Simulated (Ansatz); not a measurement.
Results of r²SCAN in Ansatz (PAW) for NiAs-type NiSb.

Numerical settings: plane-wave cutoff 500 eV, 12×12×8 k mesh (along the axes of the cell as run), Fermi–Dirac smearing 0.05 eV, no spin polarisation, scalar-relativistic PAW data made under PBE.

Computed at the level's own relaxed cell.

**Question.** What does this level give for the equilibrium volume per atom, lattice parameter a and lattice parameter c?

**Answer.** 
* **equilibrium volume per atom**: 17.13 Å³/atom
* **lattice parameter a**: 3.931 Å
* **lattice parameter c**: 5.121 Å

Measured, for comparison: lattice constant a 3.946 Å, lattice parameter c 5.148 Å (temperature not stated, no zero-point or thermal correction; as tabulated in Wikipedia's data pages). Computed (rounded) less measured: lattice constant a -0.4 %, lattice parameter c -0.5 %. A static lattice is as a rule a little smaller and stiffer than an uncorrected measurement, which narrows the difference in the lattice constant a, lattice parameter c and would widen misses of the other sign.

Spin–orbit coupling is not included.

The computed numbers hold no vibrational or temperature effects.

Ansatz is a quantum-chemistry and plane-wave program.
